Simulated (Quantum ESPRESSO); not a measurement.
Quantum ESPRESSO 7.5, DFT, PBE, plane waves, SSSP 1.1.2 efficiency PBE: zinc-blende GaAs with 2 In on Ga sites (In2As8Ga6), unrelaxed at the host's lattice constant, 16 atoms. Basis and mesh were picked for this test and aren't claimed converged.

```
Quantity                                            Value
------------------------  -------------------------------
cell                      7.99, 7.99, 7.99 Å; 60, 60, 60°
task                                                  scf
k mesh                                              2×2×2
ecutwfc                                             45 Ry
ecutrho                                            360 Ry
occupations                                      smearing
smearing                                         gaussian
degauss                                          0.005 Ry
conv_thr                                       1.6e-08 Ry
tprnfor                                              true
tstress                                             false
k-point pools (-nk)                                     1
diagonalization                           david (default)
mixing_mode                               plain (default)
mixing_beta                                 0.7 (default)
mixing_ndim                                   8 (default)
k-points computed                                       3
bands                                                  86
electrons                                             144
G-vectors of the density                           280737
FFT grid                                         96×96×96
symmetry operations                                    24
```

One run each. The counts of a restarted run leave out the earlier run.

All on 8 ranks. Base settings, kept where nothing else is said: startingwfc = atomic+random (default), startingpot = atomic (default), start = no earlier run (default). The settings tried:
- startingpot = file, start = density of a run with one atom 0.03 Å away
- startingwfc = random
- the base settings
- startingwfc = atomic

Predict which of these converge in the fewest SCF iterations.

Fewest SCF iterations: startingpot = file, start = density of a run with one atom 0.03 Å away (9). Most among those that reach the base run's result: startingwfc = random (15); startingwfc = atomic (13); the base settings (13). All converged.

```csv
setting,SCF iterations,end
"startingpot = file, start = density of a run with one atom 0.03 Å away",9,converged
the base settings,13,converged
startingwfc = atomic,13,converged
startingwfc = random,15,converged
```
